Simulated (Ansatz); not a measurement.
L1₂ (Cu3Au-type) Ni₃Si, treated with r²SCAN in Ansatz (PAW).

Numerical settings: plane-wave cutoff 600 eV, 18×18×18 k mesh, Fermi–Dirac smearing 0.021 eV (set by the program), no spin polarisation, scalar-relativistic PAW data made under PBE.

Cell (measured lattice):

Ni₃Si is taken in the cubic space group Pm-3m (No. 221), the Cu3Au type structure, Pearson symbol cP4. Cell: a = 3.510 Å, b = 3.510 Å, c = 3.510 Å, α = 90.00°, β = 90.00°, γ = 90.00°. Si on 1a sees 12 Ni at 2.482 Å (cuboctahedral). Ni on 3c is surrounded by 8 Ni at 2.482 Å and 4 Si at 2.482 Å (cuboctahedral). (Neighbours: up to the widest gap in distance over summed covalent radii, below 1.35, at either atom; cation-cation and far metal-metal contacts left out.)

Task: Predict the elastic constant C44, elastic constant C12, elastic constant C11 and Young modulus.

Result: 
- elastic constant C44 = 128 GPa
- elastic constant C12 = 149 GPa
- elastic constant C11 = 297 GPa
- Young modulus = 264 GPa

Note: the cell isn't this level's own, so it is under some stress, which shifts stiffness and frequencies.

Elastic constants are with the ions relaxed.

Computing time: around 30 core-minutes (rough).

Ansatz is an electronic-structure program.
